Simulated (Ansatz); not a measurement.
We consider fluorite NiSi2, described by rVV10 (Ansatz, a program for electronic structure, plane waves, PAW).

Settings: plane-wave cutoff 520 eV, 18×18×18 k mesh, Fermi–Dirac smearing 0.05 eV, no spin polarisation, scalar-relativistic PAW data made under PBE.

Cell (relaxed at this level):

```cif
data_NiSi2
_chemical_formula_sum 'Si2 Ni1'
_space_group_name_H-M_alt 'P 1'
_space_group_IT_number 1
_cell_length_a 3.87113
_cell_length_b 3.87113
_cell_length_c 3.87113
_cell_angle_alpha 60.000
_cell_angle_beta 60.000
_cell_angle_gamma 60.000
loop_
_space_group_symop_operation_xyz
  'x, y, z'
loop_
_atom_site_label
_atom_site_type_symbol
_atom_site_fract_x
_atom_site_fract_y
_atom_site_fract_z
_atom_site_occupancy
Si1 Si 0.25000 0.25000 0.25000 1
Si2 Si 0.75000 0.75000 0.75000 1
Ni1 Ni 0.00000 0.00000 0.00000 1
```

Task: Give the computed bulk modulus B0 and pressure derivative B′ of the bulk modulus.

Result: 
- bulk modulus B0: 137 GPa
- pressure derivative B′ of the bulk modulus: 4.9

The run finds no gap.

Computed values are for the static lattice.

It cost roughly 100 core-seconds of CPU time.
